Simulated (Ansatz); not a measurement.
## Ge₃N₄ (P6₃/m, No. 176; cell taken from a computed entry)

These are LDA in Ansatz (PAW) values and carry that method's errors.

Settings: plane-wave cutoff 520 eV, 6×6×12 k mesh (along the axes of the cell as run), perturbation theory, scalar-relativistic PAW data made under PBE.

Cell (relaxed at this level):

Space group P6₃/m (No. 176); a = 7.9916 Å, b = 7.9916 Å, c = 3.0596 Å, α = 90.00°, β = 90.00°, γ = 120.00°

| atom | site | symmetry | x | y | z |
|---|---|---|---|---|---|
| Ge | 6h | m.. | 0.2373 | 0.4066 | 0.2500 |
| N | 2c | -6.. | 0.3333 | 0.6667 | 0.2500 |
| N | 6h | m.. | 0.3304 | 0.0256 | 0.2500 |

```
Quantity                                                  Value
--------------------------------------------------------  -----
electronic dielectric constant ε∞ (mean over three axes)   5.04
static dielectric constant (mean over three axes)          9.84
```

Note: the relaxation could not lower the start's symmetry, so the cell can be a saddle point above a distorted one.

It cost roughly 3 core-hours of CPU time.

Ansatz is a first-principles code.
